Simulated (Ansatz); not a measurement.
Consider CuI in the zinc blende structure (space group F-43m, No. 216; a = 5.8619 Å). Axes: x, y, z lie along the cube axes.

The values are results of Ansatz (a program for electronic structure), LDA, PAW, cutoff 420 eV, scalar-relativistic without spin-orbit coupling, not measurements.

One thing is altered: the cell is compressed by 0.50 % along z with no lateral relaxation; the atoms relax in the strained cell.

Predict the stress tensor and what it implies for the stiffness.

Stress of the strained cell less that of the base (GPa, compression positive):
```
   0.25    0.00    0.00
   0.00    0.25    0.00
   0.00    0.00    0.36
```

Then −Δσ_ii/ε with ε = -0.0050 gives relaxed-ion elastic constants: C33 ≈ 72 GPa, C13 ≈ 50 GPa and C23 ≈ 50 GPa.

Whether these cells are dynamically stable was not tested. The final runs are not spin-polarised.
